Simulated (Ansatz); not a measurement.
Start from Sc in the hcp (Mg type) structure (space group P6_3/mmc, No. 194; a = 3.275 Å, c = 5.105 Å; relaxed with 0.1 eV smearing). Axes: x lies along a and z along c of the hexagonal cell.

Level of theory: DFT with PBEsol, PAW potentials and a 420 eV plane-wave cutoff in Ansatz (a program for electronic structure), scalar-relativistic without spin-orbit coupling.

For the base:

| Property | Value |
|---|---|
| Pressure | 0.0 GPa |
| Volume per atom | 23.71 Å³ |

Modification: biaxial strain +3.00 %, plane normal [001], relaxed out of plane (Cartesian); in-plane vectors clamped, the third vector and the atoms free.

Q: What happens to the pressure and volume per atom?

A: The pressure (mean of the normal stresses, compression positive) goes from zero to -2.3 GPa; the volume per atom grows by 1.032 Å³, from 23.71 Å³ to 24.75 Å³.

Whether these cells are dynamically stable was not tested. The final runs are not spin-polarised.
